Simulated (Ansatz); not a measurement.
**ZnO: uniaxial strain ε_zz = +0.60 %**

Consider ZnO in the wurtzite structure (space group P6_3mc, No. 186; a = 3.230 Å, c = 5.214 Å). Axes: x lies along a and z along c of the hexagonal cell.

It is then changed as follows: the cell is stretched by 0.60 % along z with no lateral relaxation; the atoms relax in the strained cell.

The values are results of DFT with PBEsol, PAW potentials and a 420 eV plane-wave cutoff in Ansatz (a program for electronic structure), no spin-orbit coupling, not measurements. k-mesh 12×12×7 (Γ-centred); smearing 0.05 eV (Fermi–Dirac).

The volume per atom goes up by 0.07 Å³, from 11.78 Å³ to 11.85 Å³ and the shortest interatomic distance grows by 0.004 Å to 1.973 Å. The energy stays essentially unchanged and the pressure (mean of the normal stresses, compression positive) goes from zero to -0.86 GPa. The band gap drops by 0.016 eV (0.70 eV → 0.69 eV) and the gap character remains direct at Γ. The width of the top valence band is still 1.83 eV and the electron mass stays 0.13 mₑ (at Γ). The valence-band top at Γ (three highest levels, from the VBM) remains 0.00, 0.00, -0.10 eV and the stress (xx, yy, zz, yz, xz, xy; compression positive) amounts to (-0.65, -0.65, -1.28, 0.00, 0.00, 0.00) GPa.

Final structure:

```xyz
4
Lattice="3.2300 0.0000 0.0000 -1.6150 2.7972 0.0000 0.0000 0.0000 5.2457" Properties=species:S:1:pos:R:3 pbc="T T T"
Zn     0.0000     1.8648     0.0121
Zn     1.6150     0.9324     2.6349
O      0.0000     1.8648     1.9917
O      1.6150     0.9324     4.6146
```

Cost of the whole job for the changed cell (relaxation, final SCF and bands): around 30 core-seconds (rough).

Effective masses come from finite differences of ±0.01 Å⁻¹. No phonon test of stability was made.
